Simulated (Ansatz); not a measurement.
SiO2: band gap against strain

SiO2 (rutile, P4_2/mnm, 7.657 Å³/atom at rest, c along z) under a strain ε along c (axis z), the other axes held. LDA in Ansatz, a plane-wave DFT program (PAW, default set), 420 eV, 8×8×12 Γ-centred mesh, Fermi-Dirac smearing 0.05 eV; ions are relaxed within the symmetry of each cell. Gaps are the smallest over the k-mesh and a band path, without spin-orbit coupling; in all rows the valence edge lies at Γ and the conduction edge at Γ.

Here s stands for strain and Eg for gap.

```
strain (%)  gap (eV)
----------  --------
0.00           5.809
0.60           5.678
1.20           5.548
1.80           5.419
3.00               ?
```

**Question.** Fit Eg against s with a straight line, and predict the withheld value at s = 3.00.

**Answer.** Means: s 0.90000, Eg 5.6135. About the means, the sum of products is -0.39000 and the sum of squares of s is 1.8000; the slope is their ratio. Least squares gives Eg = 5.8085 - 0.21667·s. Residuals (row less fit): 0.0005, -0.0005, -0.0005, 0.0005; standard error 0.0007 (degrees of freedom: 2). Over these rows the gap moves by -22 ± 0.05 eV per unit strain. At the withheld row, Eg = 5.8085 - 0.21667 × 3.0 = 5.1585 eV. The calculation gives 5.165 eV, 0.0065 eV above the prediction (1.0 % of the range of Eg in the table). The row lies outside the fitted rows, so this is an extrapolation. From the scatter of the fitted rows alone, a prediction at this place has a standard error of 0.0014 eV, so the miss is 4.6 times that.

One order more, fitted to all 6 runs of the series, follows each within 0.001, so the miss is the next term of a smooth law. SiO2 is here stishovite, a high-pressure form. Rows are the converged runs of the series near zero and its far end; series whose fitted rows scatter by over a few per cent of the range, as at a crossing or softening among them, aren't shown in this form. Most that stay on the fit to the last digits aren't either.
